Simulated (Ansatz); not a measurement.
Input and output of a dielectric-response calculation for AlInSb2 (P-4m2, 4 atoms in the cell) (Ansatz, a program for electronic structure).

Method: LDA (PW92), default PAW files made with PBE (plane waves; Ansatz).

```
AlInSb2
1.0
    4.49265     0.00000     0.00000
    0.00000     4.49265     0.00000
    0.00000     0.00000     6.32977
Al In Sb
1 1 2
Direct
  0.00000   0.00000   0.00000
  0.50000   0.50000   0.50000
  0.00000   0.50000   0.23337
  0.50000   0.00000   0.76663
```

Reference input (self-consistent single point, DFT, LDA (PW92), plane waves, default PAW files made with PBE): basis.ecutwfc = 420 eV; kpoints.mp_grid.grid = 6 6 4; hamiltonian.xc = lda; hamiltonian.pseudopotentials = {kind: paw} (the program's default PAW files); scf.occupations.method = fermi_dirac; scf.occupations.width = 0.01 eV. This run's input differs from it in these lines:

Ansatz 0.2 input:
```diff
@@ -13,3 +13,3 @@
 kpoints:
-  mp_grid: { grid: [6, 6, 4] }
+  mp_grid: { grid: [9, 9, 6], shift: [0.5, 0.5, 0.5] }
 hamiltonian:
@@ -18,7 +18,5 @@
 scf:
-  occupations: { method: fermi_dirac, width: 0.01 }
-output:
-  forces: true
-  eigenvalues: true
-  stress: true
+  occupations: { method: fixed }
+dielectric:
+  field_mesh: kpoints
```

Output (repeated stretches shortened):

```
SCF iter   1: F=—  HF=-18642.119948 eV  |F-HF|=—  |Δ(HF+E_count)|=         —  Δρ=6.36e-3  dr2=3.31e-2  ethr=1.77e-3  ⟨swp⟩=5.0  Hψ=15350  notcnv=0  defer=392
all-band conjugate gradients solve this SCF's bands
preconditioner: auto → Resta (q_TF=auto, 2.301 Å⁻¹)
SCF iter   2: F=—  HF=-18642.110064 eV  |F-HF|=—  |Δ(HF+E_count)|=   9.88e-3  Δρ=2.87e-3  dr2=6.93e-3  ethr=7.20e-5  ⟨swp⟩=3.0  Hψ=7296  notcnv=0  defer=402
   [... lines left out ...]
SCF iter   6: F=—  HF=-18642.108744 eV  |F-HF|=—  |Δ(HF+E_count)|=   4.17e-6  Δρ=8.61e-6  dr2=1.35e-7  ethr=6.48e-9  ⟨swp⟩=2.0  Hψ=4483  notcnv=0  defer=158
SCF iter   7: F=—  HF=-18642.108744 eV  |F-HF|=—  |Δ(HF+E_count)|=   2.97e-8  Δρ=3.18e-6  dr2=2.68e-8  ethr=2.94e-10  ⟨swp⟩=2.0  Hψ=6750  notcnv=0  defer=159
SCF iter   8: F=—  HF=-18642.108744 eV  |F-HF|=—  |Δ(HF+E_count)|=   5.40e-9  Δρ=5.94e-7  dr2=6.58e-10  ethr=5.82e-11  ⟨swp⟩=2.3  Hψ=5820  notcnv=0  defer=159
SCF iter   9: F=-18642.108744 eV  HF=-18642.108744 eV  |F-HF|=1.09e-11  |Δ(HF+E_count)|=  2.40e-10  Δρ=1.61e-7  dr2=4.50e-11  ethr=1.00e-12  ⟨swp⟩=10.4  Hψ=15855  notcnv=0
SCF 1 converged in 9 iterations: F = -18642.108744 eV  dr2 = 4.50e-11
DFPT response loops at Γ: preconditioner auto → Resta (q_TF=auto, 2.301 Å⁻¹)  ε∞=7.4 (no band partly filled) …
   [... lines left out ...]
WARN: field response: the 9×9×6 k-mesh looks too coarse for the field response at k = (0.0556, 0.0556, 0.0833), direct gap 1.180 eV …
Free energy (F): -18642.108744 eV
Fermi energy:    6.271258 eV
   [... lines left out ...]
         0.00000   -2.23477    0.00000
         0.00000    0.00000   -1.99099
    site 3:
        -2.23477    0.00000   -0.00000
         0.00000   -1.90698    0.00000
        -0.00000    0.00000   -1.99099
  Z* charge neutrality: 8.116e-5 e pre-enforcement
  k-mesh period / interband length: 40.4 Å / 4.76 Å = 8.49 at k = (0.0556, 0.0556, 0.0833), direct gap 1.180 eV — UNDER 14: by this measure the k-mesh is too coarse for the response
```

The run converged in 9 iterations. 

Summary of the result:
```
Property                                                                                                                Result
----------------------------------------------------------------------------------------  ------------------------------------
Free energy E − TS (on the zero of these files)                                                                 -18642.1087 eV
Top of the valence band (on the code's own zero)                                                                       6.27 eV
Gap on the k-point mesh                                                                                                1.09 eV
ε∞ at this k-point mesh, which may be far from converged in small-gap cells (xx, yy, zz)                      15.0, 15.0, 14.6
Born charges at this mesh (mean of the diagonal, e)                                       Al 1.87, In 2.21, Sb -2.04, Sb -2.04
```

The starting cell comes from a database of computed structures (which also holds hypothetical and non-ambient phases and stackings), without a prior relaxation at this level. Its lattice was rescaled by up to half a per cent. Spin-orbit coupling is off. The shifted mesh does not hold Γ, so a gap read on it misses any band edge there.

Cost on one core of a shared machine: roughly 5 min.
